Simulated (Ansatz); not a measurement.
# hcp Y (0 0 1) on 3C silicon carbide (1 1 1) (film strained to the substrate, started from cuts of the bulks and a machine-learned relaxation)

A periodic stack without vacuum, hcp Y (0 0 1) on 3C silicon carbide (1 1 1) (film strained to the substrate, started from cuts of the bulks and a machine-learned relaxation): substrate slab C24Si24, film Y12, surface cells [[0, -2], [2, -2]] and [[-2, -1], [-1, -2]], film strained by -2.2 and -2.2 %, outermost planes C/Si and Y/Y as cut, which need not be the usual terminations and can put a slab off its formula.

The start was prepared with a machine-learned potential, and the result is one local minimum, with the in-plane cell held and forces under 0.04 eV/Å; the film can end far from its bulk form.

Calculation: PBE (plane waves to 420 eV, PAW; Ansatz, a program for electronic structure). No spin–orbit coupling; the runs are not spin-polarised; PBE gaps are too small against experiment. Its k-point mesh 5×5×1, Fermi–Dirac width 0.05 eV.

interface area: 33.2 Å²
period: 27.12 Å
gaps between the outermost planes at the two interfaces: 2.18 and 0.67 Å
Si–Y contacts across the interfaces within 1.22 times the sum of covalent radii: 16, mean 3.13 Å
C–Y contacts across the interfaces within 1.22 times the sum of covalent radii: 12, mean 2.42 Å
estimate of the barrier: withheld, since the two interfaces are unlike
slope of the mean potential energy in the substrate: -5.4 MV/cm × e

```xyz
60
Lattice="6.1942 0.0001 -0.0212 3.0973 5.3639 0.0719 2.6169 1.9811 27.1423" Properties=species:S:1:pos:R:3 pbc="T T T"
C      6.2232     0.7208     0.8207
C      3.5306     2.2587     0.8269
C      8.6693     4.9023     1.0825
C      5.9154     4.3755     0.8904
C      6.8635     5.3146     3.4228
C      3.8175     5.1546     3.4913
C      5.2826     2.5427     3.3652
C      2.1225     2.5473     3.3386
C      3.7427     3.3860     5.9294
C      6.8382     3.4275     5.9059
C      2.2074     0.7394     5.9139
C      5.3205     0.7269     5.8891
C      6.8549     1.5942     8.4304
C      3.7655     1.5787     8.4385
C      8.4145     4.2601     8.4563
C      5.3061     4.2681     8.4608
C      6.8854     5.1096    10.9842
C      3.7817     5.1320    11.0222
C      5.2939     2.4557    10.9795
C      2.2210     2.4239    10.9895
C      3.6894     3.3456    13.5568
C      6.8497     3.2676    13.4729
C      5.4007     5.9325    13.5728
C      8.4352     6.0159    13.5089
Si     8.4024     4.3849     2.8525
Si     5.4031     4.3328     2.6970
Si     6.7579     1.5367     2.7697
Si     3.7095     1.7599     2.6270
Si     5.2935     2.5205     5.2594
Si     2.1737     2.5226     5.2711
Si     6.8514     5.2413     5.3077
Si     3.7799     5.1852     5.3534
Si     2.2106     0.7080     7.7956
Si     5.3142     0.6990     7.7774
Si     3.7581     3.3688     7.8180
Si     6.8547     3.3887     7.8032
Si     8.4295     4.2270    10.3476
Si     5.3173     4.2425    10.3502
Si     6.8540     1.5652    10.3221
Si     3.7668     1.5499    10.3208
Si     5.2658     2.4463    12.8749
Si     2.2147     2.3833    12.8833
Si     6.9088     5.0722    12.8606
Si     3.7922     5.1175    12.9180
Si     5.8150     5.6699    15.4438
Si     8.4628     6.0493    15.3979
Si     3.2664     3.5692    15.4332
Si     6.8127     3.1890    15.3586
Y      4.7004     2.7378    17.6336
Y     10.6269     6.4674    17.6576
Y      7.6481     4.5852    17.6183
Y      9.7004     4.4832    20.5551
Y      6.6057     2.6867    20.5705
Y      6.5810     6.2747    20.5721
Y      4.5306     2.6601    23.3724
Y     10.7155     6.1772    23.4646
Y      7.6534     4.4392    23.3491
Y     10.0170     4.6546    27.2890
Y      6.6794     2.5684    26.6211
Y      6.7605     6.1034    26.7196
```
